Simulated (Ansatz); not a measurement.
The structure below was relaxed with r2SCAN in Ansatz (plane waves to 500 eV, PAW, no spin-orbit coupling).

Space group P6₃mc (No. 186); a = b = 3.1712 Å, c = 5.8411 Å, α = β = 90.00°, γ = 120.00°

```
atom  site  symmetry       x       y       z
----  ----  --------  ------  ------  ------
Si      2b       3m.  0.3333  0.6667  0.0179
B       2b       3m.  0.3333  0.6667  0.3569
```

Q: Write out a cell with all atoms.

A: 
```
SiB
1.0
    3.17122     0.00000     0.00000
   -1.58561     2.74636     0.00000
    0.00000     0.00000     5.84108
Si B
2 2
Direct
  0.33333   0.66667   0.01791
  0.66667   0.33333   0.51791
  0.33333   0.66667   0.35689
  0.66667   0.33333   0.85689
```
This is the conventional cell.

Stability against distortions was not tested. All final runs are without spin polarisation. The cell was made from SiC by this change: C → B; the result is a model cell, its experimental status unchecked.

Ansatz is a first-principles code.
